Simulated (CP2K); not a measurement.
A self-consistent single point of TiO2 (Imm2, 6 atoms in the cell) with CP2K.

Computed with CP2K with LDA (Pade form), GPW, DZVP-MOLOPT-SR-GTH basis, GTH-PADE potentials (GTH_POTENTIALS).

The change in words: lattice scaled by 0.98. Reference geometry:
```
CELL_PARAMETERS angstrom
      5.42919     0.00000     0.00000
      2.81678     4.64133     0.00000
     -4.12298    -2.32066     2.66302
ATOMIC_POSITIONS crystal
  Ti 0.75528 0.25528 0.50000
  Ti 0.00000 0.00000 0.00000
  O  0.54200 0.04200 0.50000
  O  0.79200 0.79200 0.00000
  O  0.20800 0.20800 0.00000
  O  0.95800 0.45800 0.50000
```

Reference input (self-consistent single point, DFT LDA (Pade form), GPW, DZVP-MOLOPT-SR-GTH basis, GTH-PADE potentials (GTH_POTENTIALS)): CUTOFF = 600 Ry; REL_CUTOFF = 60 Ry; SMEAR/METHOD = FERMI_DIRAC; ELECTRONIC_TEMPERATURE = 232.09 K; KPOINTS/SCHEME = MONKHORST-PACK 4 4 4; GAMMA_CENTERED = T; XC_FUNCTIONAL = PADE; Ti/BASIS_SET = DZVP-MOLOPT-SR-GTH; Ti/POTENTIAL = GTH-PADE-q12; O/BASIS_SET = DZVP-MOLOPT-SR-GTH; O/POTENTIAL = GTH-PADE-q6; METHOD = GPW. This run's input differs from it in these lines:

```diff
@@ -64,5 +64,5 @@
     &CELL
-      A 5.42919500 0.00000000 0.00000000
-      B 2.81677600 4.64132800 0.00000000
-      C -4.12298500 -2.32066400 2.66301800
+      A 5.32061000 0.00000000 0.00000000
+      B 2.76044000 4.54850100 0.00000000
+      C -4.04052500 -2.27425000 2.60975700
       PERIODIC XYZ
```

Output, abridged:

```
 SCF WAVEFUNCTION OPTIMIZATION

  Step     Update method      Time    Convergence         Total energy    Change
     1 NoMix/Diag. 0.40E+00      -     2.06944812      -181.4560322628 -1.81E+02
     2 Broy./Diag. 0.40E+00      -     0.24155896      -178.5051630419  2.95E+00
     3 Broy./Diag. 0.40E+00      -     0.09680622      -180.8101299666 -2.30E+00
     4 Broy./Diag. 0.40E+00      -     0.03602903      -180.8462644059 -3.61E-02
     5 Broy./Diag. 0.40E+00      -     0.03503010      -180.5988999266  2.47E-01
     6 Broy./Diag. 0.40E+00      -     0.00553305      -180.7606697785 -1.62E-01
   [... 9 lines left out ...]
    16 Broy./Diag. 0.40E+00      -     0.00000070      -180.8545920236 -1.70E-05
    17 Broy./Diag. 0.40E+00      -     0.00000033      -180.8545941183 -2.09E-06
    18 Broy./Diag. 0.40E+00      -     0.00000015      -180.8545930575  1.06E-06
    19 Broy./Diag. 0.40E+00      -     0.00000008      -180.8545924390  6.19E-07
  *** SCF run converged in    19 steps ***

  Overlap energy of the core charge distribution:               0.00000000000078
  Self energy of the core charge distribution:               -377.84592848869613
  Core Hamiltonian energy:                                    101.35622530227458
  Hartree energy:                                             124.01098339796486
  Exchange-correlation energy:                                -28.37587265051786
  Electronic entropic energy:                                  -0.00000000000000
  Fermi energy:                                                 0.25869175453114

  Total energy:                                              -180.85459243897373
  Total energy (extrapolated to T->0):                       -180.85459243897373

                     Mulliken Population Analysis

   [... lines left out ...]

 STRESS| Analytical stress tensor [bar]
 STRESS|                        x                   y                   z
 STRESS|      x        1.37707820440E+05   1.20023260984E+04  -1.76550119048E+04
 STRESS|      y        1.20023260984E+04   1.23139647783E+05   3.13663386539E+04
 STRESS|      z       -1.76550119048E+04   3.13663386539E+04   1.16384093953E+05
 STRESS| 1/3 Trace                                             1.25743854059E+05
```

The run converged in 19 iterations. Against the reference run the free energy rises by 17.7 meV/atom, the pressure goes from -3.13 to 12.57 GPa, the largest force goes from 0.870 to 1.090 eV/Å and the gap on the mesh goes from 2.010 to 2.133 eV.

The starting cell has typed, rounded lattice constants, without a prior relaxation at this level. Its lattice was rescaled by up to half a per cent. One atom was moved a little off its site on purpose. For this run, on top of that: lattice scaled by 0.98. Values carry the incompleteness of an atom-centred basis. With a pressure of about 13 GPa the cell is away from its equilibrium volume at this level. Forces in this geometry exceed 1 eV/Å.

Cost on one core of a shared machine: roughly 3 min.
